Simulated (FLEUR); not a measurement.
## Tetragonal strain at fixed volume: fluorite-structure HfO2 (space group 225) (FLEUR, LDA)

```
HfO2
1.0
    0.00000     2.43967     2.63219
    2.43967     0.00000     2.63219
    2.43967     2.43967     0.00000
Hf O
1 2
Direct
  0.00000   0.00000   0.00000
  0.25000   0.25000   0.25000
  0.75000   0.75000   0.75000
```

Method of the run: LDA (Vosko-Wilk-Nusair), all-electron FLAPW (FLEUR), scalar-relativistic valence (FLEUR). Settings: Kmax = 5.13 1/bohr; GmaxXC = 20.5 1/bohr; xcFunctional = vwn; jspins = 1; l_soc = F; mode = hist; fermiSmearingEnergy = 0.00036749 Htr; mesh (inpgen div1-3) = 14 14 14; inpgen gamma flag = true; Gmax = 20.5 1/bohr; numbands = 0; maxIterBroyd = 99; imix = Anderson; alpha = 0.05; precondParam = 0; minDistance = 1e-05 me/bohr^3. The cell above is the first row's. The rows deform the cubic crystal at fixed volume: two cube axes by 1 + δ, the third by (1 + δ)⁻². E is the free energy at the stated smearing above the cubic cell, and y = E/δ². In all rows fractional positions and the k mesh are held.

```
δ (%)  y (meV/atom per %²)
-----  -------------------
-2.5                     ?
-2.0                 9.714
-1.5                 9.625
-1.0                 9.587
1.0                  9.382
1.5                  9.308
2.0                  9.279
2.5                  9.259
```

Question: Fit y against δ with a straight line, and predict the withheld value at δ = -2.5.

Answer: Means: δ 0.35714, y 9.4506. About the means, the sum of products is -2.0294 and the sum of squares of δ is 19.857; the slope is their ratio. Least squares gives y = 9.4871 - 0.10220·δ. Residuals (row less fit): 0.0225, -0.0154, -0.0023, -0.0029, -0.0258, -0.0037, 0.0274; standard error 0.0209 (degrees of freedom: 5). To second order E = 3(C11 - C12)·V·δ², so the intercept gives, with V = 10.445 Å^3/atom and δ in per cent, C11 - C12 = 9.4871 × 10⁴ × 0.160218 / (3 × 10.445) = 485 GPa. The slope measures the third-order term; a fourth-order term enters the intercept as a small bias. At the withheld row, y = 9.4871 - 0.10220 × (-2.5) = 9.7426 meV/atom per %². The calculation gives 9.777 meV/atom per %², 0.0344 meV/atom per %² above the prediction (6.6 % of the range of y in the table). The row lies outside the fitted rows, so this is an extrapolation. From the scatter of the fitted rows alone, a prediction at this place has a standard error of 0.0261 meV/atom per %², so the miss is 1.3 times that.

Carrying the step between the two nearest rows on in a straight line would have given 9.803, off by 0.026; series whose last step already gives the withheld value aren't shown. The reference cell has the volume at which an earlier scan in this program and functional put its minimum by a fit (its basis settings may differ). This is a high-temperature phase, held here by symmetry. The runs keep the symmetry of the cell, so they don't test it for distortions. Values depend on the basis (sphere radii, cutoffs, local orbitals), which need not be converged. Spin-orbit coupling is off. Cutoffs and mesh are single choices, not tested for convergence of this quantity. Series with a scatter that would blur these digits, or in which a gap closes, are not shown. Strain series were run only where this level's volume lies within 10 % of a first guess from the measured size.
